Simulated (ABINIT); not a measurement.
Input and output of a self-consistent single point for Pd (Fm-3m, 1 atom in the cell) (ABINIT).

Computed with PBE, PAW (JTH v2.0 PBE PAW) (plane waves; ABINIT).

```yaml
crystal:
  lattice:
    - [0.00000, 1.99195, 1.99195]
    - [1.99195, 0.00000, 1.99195]
    - [1.99195, 1.99195, 0.00000]
  atoms:
    - { symbol: Pd, position: [0.00000, 0.00000, 0.00000], spin: 1.0 }
```
(The spins are starting values, not results.)

Reference input (self-consistent single point, DFT, PBE, plane waves, PAW (JTH v2.0 PBE PAW)): pseudos = [Pd.GGA_PBE-JTH.xml]; ecut = 653 eV; pawecutdg = 1306 eV; pawxcdev = 0; ixc = 11; nsppol = 2; occopt = 7; tsmear = 0.272 eV; ngkpt = 10 10 10; nshiftk = 1; shiftk = 0 0 0; potentials = JTH v2.0 PBE PAW. This run's input differs from it in these lines:

```diff
@@ -25,3 +25,3 @@
 kptopt 1
-ngkpt 10 10 10
+ngkpt 8 8 8
 nshiftk 1
```

The program printed (abridged):

```
--- !BeginCycle
solver: {iscf: 17, nstep: 60, nline: 4, wfoptalg: 10, }
tolerances: {toldfe: 1.00E-09, }
...

     iter   Etot(hartree)     deltaE(h) residm    nres2    magn
 ETOT  1  -124.76184779091    -1.25E+02 7.16E+01 1.17E+02 0.091
 ETOT  2  -128.84133481272    -4.08E+00 1.41E-01 5.46E+01 0.170
 ETOT  3  -128.82104012169     2.03E-02 5.40E-02 9.07E+00 0.183
 ETOT  4  -128.82250322964    -1.46E-03 9.26E-02 2.62E+00 0.181
 ETOT  5  -128.81997209516     2.53E-03 1.65E-02 1.75E-01 0.172
   [... 9 lines left out ...]
 ETOT 15  -128.82038191199    -1.05E-08 1.89E-04 2.63E-06 0.000
 ETOT 16  -128.82038191729    -5.30E-09 1.23E-04 1.08E-06 0.000
 ETOT 17  -128.82038191663     6.64E-10 1.17E-04 8.03E-08 0.000
 ETOT 18  -128.82038191674    -1.09E-10 7.82E-05 1.01E-08 0.000
 At SCF step   18, etot is converged :
  for the second time, diff in etot=  1.092E-10 < toldfe=  1.000E-09

 Cartesian components of stress tensor (hartree/bohr^3)
  sigma(1 1)=  1.42184688E-04  sigma(3 2)=  0.00000000E+00
  sigma(2 2)=  1.42184688E-04  sigma(3 1)=  0.00000000E+00
  sigma(3 3)=  1.42184688E-04  sigma(2 1)=  0.00000000E+00

 Integrated electronic and magnetization densities in atomic spheres:
 Radius=ratsph(iatom), smearing ratsm=  0.0000. Diff(up-dn)=approximate z local magnetic moment.
 Atom    Radius    up_density   dn_density  Total(up+dn)  Diff(up-dn)
    1   2.51165     8.407254     8.407247     16.814501     0.000007
  Sum:              8.407254     8.407247     16.814501     0.000007
 Total magnetization (from the atomic spheres):             0.000007
   [... lines left out ...]
 Total magnetization (exact up - dn):                       0.000006
 Fermi (or HOMO) energy (eV) =  10.57791   Average Vxc (eV)= -12.17581
   [... lines left out ...]
'-kT*entropy'       : -2.69814917085624E-03
total_energy        : -1.28820453227085E+02
total_energy_eV     : -3.50538280178139E+03
...

-Cartesian components of stress tensor (GPa)         [Pressure= -4.1832E+00 GPa]
- sigma(1 1)=  4.18321723E+00  sigma(3 2)=  0.00000000E+00
- sigma(2 2)=  4.18321723E+00  sigma(3 1)=  0.00000000E+00
- sigma(3 3)=  4.18321723E+00  sigma(2 1)=  0.00000000E+00

 Calculation completed.
```

The run converged in 18 iterations. Against the reference run the free energy goes up by 25.7 meV/atom and the pressure goes from -4.76 to -4.18 GPa.

The starting cell comes from a database of computed structures (which also holds hypothetical and non-ambient phases and stackings), without a prior relaxation at this level. Its lattice was rescaled by a random factor within 2.5 % of one. The starting moments vanished: the run ended non-magnetic. With a pressure of about -4 GPa the cell is away from its equilibrium volume at this level.

Cost on one core of a shared machine: roughly 40 s.
